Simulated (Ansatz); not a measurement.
Br on the 1x1 (111) surface of fcc Ag, one in a 1x1 cell, energies for each (7.5 Å²). Energies are against ½ Br2(g), without zero-point or thermal terms; each row is named by its start.

All values below come from PBE (plane waves to 420 eV, PAW; Ansatz, an electronic-structure program).

Model: 5-atom slab, 7.1 Å thick at the start under the adsorbate (thin: gaps and levels are the slab's own), 12x12x1 mesh, Fermi-Dirac 0.1 eV, dipole correction, 2 atoms held, the rest relaxed; each run with such symmetry as its start has; no spin, no spin-orbit, no U, no dispersion correction.

A negative adsorption energy means that the adsorbate is more stable on the surface than in its reference. Heights count from the host atoms within 0.3 Å of the top one.

| starting site | E_ads (eV) | height (Å) | nearest host atom (Å) | bonded to | Δ work function (eV) | lateral drift (Å) |
|---|---|---|---|---|---|---|
| top Ag | 0.02 | 2.75 | Ag 2.75 | Ag | 0.92 | 0.0 |
| hollow Ag-Ag-Ag over Ag at depth 2.4 Å | 0.08 | 2.61 | Ag 3.11 | 3 Ag | 0.92 | 0.0 |
| hollow Ag-Ag-Ag over Ag at depth 4.7 Å | 0.08 | 2.61 | Ag 3.11 | 3 Ag | 0.93 | 0.0 |
| bridge Ag-Ag (span 2.9 Å) | 0.07 | 2.63 | Ag 3.01 | 2 Ag | 0.93 | 0.0 |
